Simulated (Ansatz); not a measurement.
**CaMoO4 (I4₁/a, No. 88)**

All values below come from LDA in Ansatz (plane waves, PAW).

Numerical settings: plane-wave cutoff 520 eV, 10×10×10 k mesh, Fermi–Dirac smearing 0.01 eV, no spin polarisation, scalar-relativistic PAW data made under PBE.

Cell (measured lattice):

Space group I4₁/a, origin choice 1 (No. 88); a = b = 5.2236 Å, c = 11.4285 Å, α = β = γ = 90.00°

```
atom  site  symmetry       x       y       z
----  ----  --------  ------  ------  ------
Mo      4b      -4..  0.0000  0.0000  0.5000
Ca      4a      -4..  0.0000  0.0000  0.0000
O      16f         1  0.2566  0.1481  0.1656
```
(The calculation used a cell of 12 atoms; values per cell refer to that cell.)

```
Quantity    Value
--------  -------
band gap  3.41 eV
```

Note: cell and atoms aren't relaxed at this level (largest force component 0.04 eV/Å, pressure -5.0 GPa).

Spin–orbit coupling is not included.

Static lattice: no zero-point or thermal effects.

The result took around 2.6 core-minutes (rough).

Ansatz is a program for electronic structure.
